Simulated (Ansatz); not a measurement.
Phonon-limited resistivity of LiMg (C2/m) against temperature in μΩ·cm, PBEsol, DFPT electron-phonon coupling, linearised Boltzmann equation in Ansatz (a program for electronic structure), harmonic crystal at a fixed cell. x, y and z are the axes of this cell:
```
LiMg
1.0
    5.45929    -1.69198    -0.03904
    5.45929     1.69198    -0.03904
   -2.23241     0.00000     4.36061
Li Mg
2 2
Direct
  0.36678   0.36678   0.61452
  0.63322   0.63322   0.38548
  0.11590   0.11590   0.86796
  0.88410   0.88410   0.13204
```

| T | ρ (x) | ρ (y) | ρ (z) |
|---|---|---|---|
| 50 K | 0.24 | 0.21 | 0.26 |
| 77 K | 0.77 | 0.70 | 0.84 |
| 100 K | 1.36 | 1.25 | … |
| 150 K | … | 2.6 | 3.1 |
| 200 K | 4.3 | 4.0 | 4.7 |
| 250 K | 5.8 | 5.4 | 6.3 |
| 273 K | 6.4 | 6.0 | 7.0 |
| 300 K | 7.2 | 6.7 | 7.8 |
| 350 K | 8.6 | 8.0 | 9.3 |

### Question
What belongs in the gaps?

### Answer

- 100 K, ρ (z): 1.49
- 150 K, ρ (x): 2.8

A metal at this level (no band gap). Only scattering by harmonic phonons is included (no impurities, grain boundaries, electron-electron scattering or thermal expansion). Spin-orbit coupling is left out. Halving the electron mesh (28x28x20) moves the resistivity by up to 13 %. Smearing 0.20 eV; phonons on a 4x4x3 q mesh, which this run doesn't test and which matters most at low temperature.

Computed structure with no diffraction record at hand here (it may be known, metastable or hypothetical): LiMg (C2/m).
